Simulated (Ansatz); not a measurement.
Structure of amorphous Zr₂₀O₄₃W (periodic cell):

```xyz
64
Lattice="9.2744 0.0552 0.2752 0.0552 9.3539 0.2502 0.2752 0.2502 9.5566" Properties=species:S:1:pos:R:3 pbc="T T T"
Zr     3.8546     1.0412     4.3500
Zr     7.5031     1.1122     3.2605
Zr     1.3147     4.3429     9.4911
Zr     5.0386     2.4127     1.4689
Zr     7.1220     3.8257     7.7747
Zr     8.8516     7.2700     8.2824
Zr     3.0856     5.0152     6.5939
Zr     8.8954     1.5000     9.6070
Zr     0.7452     0.6929     5.6940
Zr     1.7133     7.2127     4.3522
Zr     2.8681     4.3782     3.0400
Zr     2.1414     0.4586     1.6803
Zr     5.3303     7.1335     6.5027
Zr     5.8256     4.1599     4.7024
Zr     5.2334     7.4611     3.0093
Zr     5.4967     5.6075     0.4227
Zr     8.6475     7.5197     2.1338
Zr     6.4260     0.7252     6.7229
Zr     2.7850     7.1048     9.7254
Zr     2.9389     1.4628     8.1370
O      4.9447     4.3400     2.3327
O      9.1480     0.4173     2.1128
O      1.1835     2.0252     0.4496
O      1.8894     9.3574     4.2462
O      4.4366     6.6320     8.4119
O      3.3232     6.3281     3.4778
O      6.9748     1.7518     1.3207
O      5.7759     3.8657     9.3519
O      0.8259     1.1203     7.6465
O      1.7009     5.9498     8.0272
O      2.6619     3.5548     7.9886
O      3.8173     3.7647     4.8512
O      8.6319     8.7073     9.6786
O      4.6967     0.6364     7.6035
O      9.1178     6.4537     3.9400
O      3.3208     6.9842     5.9795
O      2.7206     4.9068     0.9323
O      0.5787     7.9961     6.3189
O      3.7130     1.4018     0.4179
O      1.5526     7.7148     2.1775
O      5.6027     1.9788     3.5729
O      6.2451     2.7539     6.1358
O      7.4097     1.7473     8.1500
O      7.0056     8.6097     3.1211
O      0.4903     2.7633     4.9274
O      0.8487     4.1343     2.5950
O      7.3434     5.8605     8.5743
O      5.2253     4.9939     6.6476
O      2.4627     9.1048     9.5517
O      5.8494     6.2827     4.6013
O      8.0401     4.8033     6.0149
O      6.7610     6.4805     1.7782
O      7.6551     3.6399     3.6674
O      4.0682     9.1694     2.8938
O      0.1860     6.1360     0.4339
O      4.3134     7.1070     1.2091
O      2.7412     1.3287     6.0088
O      7.0424     8.1099     7.3127
O      8.8613     3.6483     8.9746
O      5.2371     8.9928     5.3831
O      8.0885     0.7990     5.1854
O      1.5916     5.1333     5.0434
O      3.0387     2.2406     2.7500
W      9.1438     4.3681     4.5415
```

Computed with PBE, scalar-relativistic without spin-orbit coupling (plane waves to 420 eV, PAW; Ansatz, a quantum-chemistry and plane-wave program).

It comes from a melt-quench run on a machine-learned potential (CHGNet), relaxed afterwards by DFT. O atoms were pushed apart under 1.9 Å during the dynamics, to hinder bonds among them. The hot cell started wider than the set density and was brought back towards it in steps. It is the lowest in DFT energy of 2 quenches. It is a model cell: composition and starting density were chosen by hand, and all elements were melted together. No dispersion term was used. Its density started from a set value of 5.41 and ended at 5.41 g/cm³. The simulated quench (nominally 450 K/ps over its main leg) is rapid and tends to freeze in more defects than a deposited or slowly cooled glass has. A cell of this size samples the disorder only roughly. The volume was held where the preparation left it and the shape relaxed, at a PBE pressure of -1.8 GPa (tension). Stress components on the final sampling reach 1.9 GPa.

Bonds are counted up to Zr-Zr 3.41 Å, Zr-O 2.92 Å, Zr-W 3.22 Å, O-O 1.58 Å, O-W 2.51 Å, W-W 3.04 Å. Two cations that share two anions don't count as bonded, nor two that share one unless they lie closer than Zr-Zr 3.32 Å, Zr-W 3.14 Å, W-W 2.95 Å.

### Question
Give the coordination numbers, mean bond lengths and angles.

### Answer

```yaml
Mean coordination of Zr by anions: 6.80 (6 with 6, 12 with 7, 2 with 8)
Mean coordination of O: 3.30 (2 with 2, 26 with 3, 15 with 4)
Mean coordination of W by anions: 6.00 (1 with 6)
Mean Zr-O bond: 2.200 Å (spread 0.172 Å, 136 counted)
Mean O-W bond: 1.956 Å (spread 0.125 Å, 6 counted)
Bond angle at Zr: mean 101.7°, spread 29.8°
Bond angle at O: mean 113.5°, spread 18.7°
Bond angle at W: mean 105.6°, spread 31.9°
```

### Question
List the pairs of like atoms that count as bonded by the rules above.

### Answer
There are none by these rules.
